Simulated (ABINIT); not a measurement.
# Quick settings and what they miss: CdS (F-43m, 2 atoms in the cell)

Self-consistent single point.

```xyz
2
Lattice="0.0000 2.9015 2.9015 2.9015 0.0000 2.9015 2.9015 2.9015 0.0000" Properties=species:S:1:pos:R:3 pbc="T T T"
Cd     0.0000     0.0000     0.0000
S      1.4507     1.4507     1.4507
```

Method: PBE, PAW (JTH v2.0 PBE PAW) (plane waves; ABINIT).

Base settings: pseudos = [Cd.GGA_PBE-JTH.xml, S.GGA_PBE-JTH.xml]; ecut = 571 eV; pawecutdg = 1143 eV; pawxcdev = 0; ixc = 11; occopt = 7; tsmear = 0.02 eV; ngkpt = 5 5 5; nshiftk = 1; shiftk = 0 0 0; potentials = JTH v2.0 PBE PAW; nband = 14.

Tight run (finer mesh or higher cutoff; not a proven limit): ecut: 571 eV → 789 eV; pawecutdg: 1143 eV → 1578 eV; ngkpt: 5 5 5 → 7 7 7; tolvrs: 1e-12 → default; toldfe: default → 3.7e-11 Ha. It gave top of the valence band (on the code's own zero) 3.76 eV; gap on the k-point mesh 1.16 eV; pressure 3.83 GPa.

Quick runs, as changes from the base:
- A: the base itself
- B: ecut: 571 eV → 354 eV; pawecutdg: 1143 eV → 707 eV; ngkpt: 5 5 5 → 1 1 1; shiftk: 0 0 0 → 0.5 0.5 0.5
- C: pseudos: [Cd.GGA_PBE-JTH.xml, S.GGA_PBE-JTH.xml] → [Cd.LDA_PW-JTH.xml, S.LDA_PW-JTH.xml]; ecut: 571 eV → 354 eV; pawecutdg: 1143 eV → 707 eV; ixc: 11 → 7; occopt: 7 → 6; tsmear: 0.02 eV → 0.136 eV; ngkpt: 5 5 5 → 3 3 3; tolvrs: 1e-12 → default; and 2 further keys [LDA (PW92)]
- D: ecut: 571 eV → 272 eV; pawecutdg: 1143 eV → 544 eV; occopt: 7 → 3; tsmear: 0.02 eV → 0.5 eV; ngkpt: 5 5 5 → 2 2 2
- E: ecut: 571 eV → 272 eV; pawecutdg: 1143 eV → 544 eV; ngkpt: 5 5 5 → 4 4 4
- F: ecut: 571 eV → 354 eV; pawecutdg: 1143 eV → 707 eV; tsmear: 0.02 eV → 0.2 eV; ngkpt: 5 5 5 → 6 6 6

Dashes: gap of B, left out as unsure on this mesh or at this smearing; gap of D, no gap found.

Gaps are read on each run's own mesh, which may miss the band edges.

† marks runs with another functional, U, potentials or spin treatment: their distance from the tight run is not a convergence error alone.

The count of work is k-points × plane waves × bands × iterations; it is no time. 

The starting cell comes from a database of computed structures (which also holds hypothetical and non-ambient phases and stackings), without a prior relaxation at this level. Its lattice was rescaled by a random factor within 2.5 % of one. In the base run, with a pressure of about 4 GPa the cell is away from its equilibrium volume at this level.

```csv
run,pressure less tight (GPa),gap on the mesh less tight (eV),count of work / tight
A,0.15,-0.003,0.32
B,3.15,–,0.0088
C†,-5.37,-0.341,0.022
D,-27.36,–,0.017
E,-29.80,0.019,0.073
F,-0.60,-0.002,0.20
```
